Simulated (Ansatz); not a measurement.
Base system: Pt in the fcc (Cu type) structure (space group Fm-3m, No. 225; relaxed with 0.1 eV smearing).

```
CELL_PARAMETERS angstrom
      0.00000     1.98594     1.98594
      1.98594     0.00000     1.98594
      1.98594     1.98594     0.00000
ATOMIC_POSITIONS crystal
  Pt 0.00000 0.00000 0.00000
```

Level of theory: Ansatz (a quantum-chemistry and plane-wave program), PBE, PAW, cutoff 420 eV, no SOC, earlier PAW set.

Before the change:

The pressure comes out as 0.0 GPa and the band gap is zero.

One thing is altered: the cell is scaled by 0.9402 in all directions; the atoms relax in the strained cell.

### Question
What does the calculation give for the pressure after the change?

### Answer
The pressure goes from zero to 75.0 GPa.

### Question
Predict the new energy relative to the base.

### Answer
The energy goes up by 0.510 eV/atom.

### Question
How does this affect the band gap?

### Answer
The band gap remains zero.

Whether these cells are dynamically stable was not tested. The final runs are not spin-polarised.
